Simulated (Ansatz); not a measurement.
# Ta: response to strain

The parent structure is Ta in the bcc (W type) structure (space group Im-3m, No. 229; a = 3.306 Å; relaxed with 0.1 eV smearing). Axes: x, y, z lie along the cube axes.

Strains are applied to the cell and any free atomic positions relax; under biaxial strain the out-of-plane vector relaxes too.

Level of theory: r2SCAN (Ansatz, a first-principles code), scalar-relativistic without spin-orbit coupling.

Candidates:
(a) biaxial strain +3.03 %, plane normal [001], relaxed out of plane
(b) isotropic strain +1.28 %
(c) biaxial strain +0.61 %, plane normal [001], relaxed out of plane
(d) uniaxial strain ε_yy = +2.82 %
(e) biaxial strain +0.84 %, plane normal [110], relaxed out of plane

Notes on the quantities. energy relative to the base: free energy F.

Q: Order them by energy relative to the base, lowest first.

A: (c) biaxial strain +0.61 %, plane normal [001], relaxed out of plane (+1.0 meV/atom), (e) biaxial strain +0.84 %, plane normal [110], relaxed out of plane (+2.2 meV/atom), (d) uniaxial strain ε_yy = +2.82 % (+12 meV/atom), (b) isotropic strain +1.28 % (+16 meV/atom), (a) biaxial strain +3.03 %, plane normal [001], relaxed out of plane (+22 meV/atom)

Stability against distortions was not tested. The final runs are not spin-polarised.
